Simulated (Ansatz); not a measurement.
Results of r²SCAN (Ansatz, a program for electronic structure, plane waves, PAW) for GdPd3 (Pm-3m, No. 221).

Settings: plane-wave cutoff 560 eV, 14×14×14 k mesh, Fermi–Dirac smearing 0.05 eV, spin-polarised with parallel moments, scalar-relativistic PAW data made under PBE.

Computed at the level's own relaxed cell.

What does this level give for the lattice parameter a and bulk modulus?


lattice parameter a: 4.114 Å
bulk modulus: 136 GPa

Note: the magnetic order was assumed, not searched for or taken from measurement; the 4f shell is treated without U or exact exchange, so its levels and filling can be wrong; the bulk modulus is −V dP/dV from two relaxed cells at ±2 % in volume.

Spin–orbit coupling is not included.

The computed numbers hold no vibrational or temperature effects.

The result took roughly 6 core-minutes.
